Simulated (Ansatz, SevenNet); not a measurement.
Polycrystal shear modulus (GPa) of solids drawn from the class of intermetallic compounds, at two levels: the machine-learned potential SevenNet-l3i5 (trained on PBE and PBE+U data), and r²SCAN (PAW; Ansatz, a quantum-chemistry and plane-wave program).

```csv
solid,SevenNet-l3i5,r²SCAN,shift (%)
CsCl-type PdIn,7.38,33.9,+359
CsCl-type RuAl,64.3,118,+84
L1₂ (Cu3Au-type) Al3Sc,35.0,80.3,+129
L1₀ (CuAu-type) CuAu,30.7,28.7,-6.5
fluorite PtAl2,11.6,44.4,+283
L1₂ (Cu3Au-type) Pt3Ti,72.0,120,+67
fluorite AuAl2,21.0,44.6,+112
L1₀ (CuAu-type) TiAl,39.8,78.0,+96
```

The shifts run from -6.5 % to +359 %, with a median of +104 %.

Of 8 rows, r²SCAN is the larger in 7 and the smaller in 1.

Ansatz's runs of these crystals have no spin polarisation.

Spin–orbit coupling is left out, also for the solids with elements from indium on (CsCl-type PdIn, L1₀ (CuAu-type) CuAu, fluorite PtAl2, L1₂ (Cu3Au-type) Pt3Ti, fluorite AuAl2); its size isn't shown.

Each level is taken at its own relaxed cell. Ansatz's density-functional and Hartree–Fock values are scalar-relativistic unless marked +SOC, with PAW data made under PBE.
